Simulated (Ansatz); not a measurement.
Here is the system:

```
CELL_PARAMETERS angstrom
      5.49513     0.00000     0.00000
      0.00000     5.49513     0.00000
      0.00000     0.00000     3.27368
ATOMIC_POSITIONS crystal
  Mg 0.32041 0.67959 0.00000
  Mg 0.67959 0.32041 0.00000
  Mg 0.82041 0.82041 0.50000
  Mg 0.17959 0.17959 0.50000
  O  0.31638 0.31638 0.00000
  O  0.68362 0.68362 0.00000
  O  0.18362 0.81638 0.50000
  O  0.81638 0.18362 0.50000
```

No spin polarisation.

Method: PBEsol/PAW in Ansatz (an electronic-structure program), no SOC. Γ-centred 6×6×10 mesh, Fermi–Dirac width 0.05 eV.

What is the computed gap character?

Indirect, M–Γ (86 % along) → Γ.

What electron mass does the calculation give?

0.36 mₑ along c, 0.34 mₑ across (at Γ).

Predict the band gap.

3.38 eV.

Predict the smallest direct gap.

3.40 eV.

Load acts through the strain it causes; cell and atoms are relaxed under it. Masses are band curvatures over ±0.01 Å⁻¹ around the edge. Whether these cells are dynamically stable was not tested. The cell was made from MgO (space group P4_2/mnm, No. 136; a hypothetical phase, not in the database extracts checked) by this change: pressure 0.7 GPa.
